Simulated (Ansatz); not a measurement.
**HfO2, point defects**

Take a 12-atom supercell of HfO2 (space group P4_2/nmc, No. 137; a = 3.604 Å, c = 5.264 Å) at its relaxed geometry as the base.

One neutral defect a cell, atoms relaxed at fixed cell.

Calculations: Kohn–Sham DFT with the PBE functional, run in Ansatz (an electronic-structure program) with PAW and 420 eV plane waves, without spin-orbit coupling.

```csv
case,largest displacement of a host atom from its site in the perfect cell,pressure
perfect supercell,–,0.0 GPa
"Yb on a Hf site, symmetric start",0.18 Å,3.8 GPa
Hf vacancy,0.33 Å,-2.5 GPa
Te on a O site,1.23 Å,37.0 GPa
```

Other magnetic orders, which the real material may have, were not ruled out. The state of the 4f shell was not checked for lower solutions. The cell is small, so the values are those of an ordered compound at a high defect concentration; dilute-limit values will differ. The mesh was chosen for an insulator and is coarse for the gapless case. Defects with a symmetric start kept the site's symmetry and may sit on a saddle; the others started slightly shaken. Starting moments died away, wholly or in part, for Te on a O site; another magnetic solution may exist. No Hubbard U is applied, and correlation can decide whether such a compound is a metal. This is not the structure that HfO2 has at room temperature and ambient pressure.
